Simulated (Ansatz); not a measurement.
Given:

```yaml
crystal:
  lattice:
    - [3.08878, 0.00000, 0.00000]
    - [-1.54439, 2.67496, 0.00000]
    - [0.00000, 0.00000, 5.06190]
  atoms:
    - { symbol: Al, position: [0.33333, 0.66667, 0.00208] }
    - { symbol: Al, position: [0.66667, 0.33333, 0.50208] }
    - { symbol: N, position: [0.33333, 0.66667, 0.37992] }
    - { symbol: N, position: [0.66667, 0.33333, 0.87992] }
```

No spin polarisation.

Level of theory: Ansatz (an electronic-structure program) LDA, no spin-orbit coupling. k-mesh 12×12×7 (Γ-centred); smearing 0.05 eV (Fermi–Dirac).

Task: Predict the electron mass.

Result: 0.28 mₑ along z, 0.32 mₑ across (at Γ).

Task: Estimate the band gap.

Result: 4.32 eV.

Task: What is the computed width of the top valence band?

Result: 2.28 eV.

Task: Predict the valence-band top at Γ (three highest levels, from the VBM).

Result: 0.00, -0.02, -0.02 eV.

The cells carry an imposed strain or load. Masses are band curvatures over ±0.01 Å⁻¹ around the edge. Stability against distortions was not tested. The cell was made from AlN in the wurtzite structure (space group P6_3mc, No. 186) by this change: uniaxial strain ε_zz = +2.40 %.
